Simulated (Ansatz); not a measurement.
A self-consistent single point of InPd (Pm-3m, 2 atoms in the cell) with Ansatz (a program for electronic structure).

Method of the run: PBEsol, default PAW files made with PBE (plane waves; Ansatz).

```xyz
2
Lattice="3.2221 0.0000 0.0000 0.0000 3.2221 0.0000 0.0000 0.0000 3.2221" Properties=species:S:1:pos:R:3 pbc="T T T"
In     0.0000     0.0000     0.0000
Pd     1.6111     1.6111     1.6111
```

Reference input (self-consistent single point, DFT, PBEsol, plane waves, default PAW files made with PBE): kpoints.mp_grid.grid = 13 13 13; hamiltonian.xc = pbesol; hamiltonian.pseudopotentials = {kind: paw} (the program's default PAW files); scf.occupations.method = cold; scf.occupations.width = 0.1 eV. This run's input differs from it in these lines:

Ansatz 0.2 input:
```diff
@@ -9,3 +9,3 @@
 kpoints:
-  mp_grid: { grid: [13, 13, 13] }
+  mp_grid: { grid: [11, 11, 11], shift: [0.5, 0.5, 0.5] }
 hamiltonian:
```

Output, abridged:

```
SCF iter   1: F=—  HF=-12433.120651 eV  |F-HF|=—  |Δ(HF+E_count)|=         —  Δρ=8.23e-3  dr2=2.29e-2  ethr=1.77e-3  ⟨swp⟩=5.8  Hψ=4983  notcnv=0
all-band conjugate gradients solve this SCF's bands
preconditioner: auto → none
SCF iter   2: F=—  HF=-12433.115548 eV  |F-HF|=—  |Δ(HF+E_count)|=   5.10e-3  S|Δr|=    0.00e0  Δρ=1.34e-3  dr2=4.62e-4  ethr=7.39e-5  ⟨swp⟩=2.5  Hψ=2195  notcnv=0
SCF iter   3: F=—  HF=-12433.115469 eV  |F-HF|=—  |Δ(HF+E_count)|=   7.91e-5  S|Δr|=    0.00e0  Δρ=5.32e-4  dr2=5.02e-5  ethr=1.49e-6  ⟨swp⟩=1.2  Hψ=1130  notcnv=0  defer=2
SCF iter   4: F=—  HF=-12433.115462 eV  |F-HF|=—  |Δ(HF+E_count)|=   7.08e-6  S|Δr|=    0.00e0  Δρ=4.61e-5  dr2=3.14e-7  ethr=1.62e-7  ⟨swp⟩=2.5  Hψ=1911  notcnv=0  defer=2
SCF iter   5: F=-12433.115462 eV  HF=-12433.115462 eV  |F-HF|=9.28e-9  |Δ(HF+E_count)|=   1.75e-7  S|Δr|=    0.00e0  Δρ=1.22e-5  dr2=2.37e-8  ethr=3.23e-10  ⟨swp⟩=6.6  Hψ=4854  notcnv=0
SCF 1 converged in 5 iterations: F = -12433.115462 eV  dr2 = 2.37e-8
Stability not checked (fill_not_monotonic)
Free energy (F): -12433.115462 eV
Internal energy: -12433.115772 eV  (E = F + TS)
E sigma→0 (E₀):  -12433.115566 eV
Entropy (-TS):   0.000310 eV (0.155 meV/atom)
Fermi energy:    17.703963 eV
--- Forces (eV/Å), atoms counted from 1 ---
  atom   1  In     0.00000000     0.00000000     0.00000000
  atom   2  Pd     0.00000000     0.00000000     0.00000000
--- Stress (GPa, compression-positive) ---
        3.346114       0.000000       0.000000
        0.000000       3.346114       0.000000
        0.000000       0.000000       3.346114
  P = ⅓ Tr σ = 3.3461 GPa (33.461 kbar)
  The stress holds the Pulay correction. Without it, at fixed plane waves, as pw.x and ABINIT print it: P = 3.2741 GPa
```

The run converged in 5 iterations. Against the reference run the free energy falls by 2.9 meV/atom and the pressure hardly changes (3.37 to 3.35 GPa).

The starting cell comes from a database of computed structures (which also holds hypothetical and non-ambient phases and stackings), without a prior relaxation at this level. Its lattice was rescaled by a random factor within 2.5 % of one. Spin polarisation is off. Ansatz's pressure includes its estimate of the finite-basis (Pulay) stress.
